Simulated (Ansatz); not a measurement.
Structures of equal composition on the (000-1) surface of 4H silicon carbide (C plane on top): (√3x√3)R30° Al adatom at H3; (√3x√3)R30° Al adatom at T4. The slabs share one bottom face, and each structure is named by its start. These are constructed structures in small cells; real faces may alloy, dewet or reconstruct in larger ones, and not all known structures of the face are among them. Slabs of about 11 Å, Fermi-Dirac smearing of 0.025 eV. Bottom of the slabs: H caps. Relaxed from the named starts with such symmetry as they have, on meshes of like density; energies extrapolated to zero smearing; spin only where a row says so; no spin-orbit coupling, no U. Brackets mark spin-polarised runs, whose order is one that fits the cell. Where a second, spin-polarised start was run, the lower counts.

Method: PBE (plane waves to 420 eV, PAW; Ansatz, a first-principles code).

Task: Put the candidates in order of energy per 1x1 cell, lowest first, for PBE.

Result: (√3x√3)R30° Al adatom at H3 (0.000 eV, gap 1.44 eV on the mesh), (√3x√3)R30° Al adatom at T4 (0.267 eV, gap 0.87 eV on the mesh)
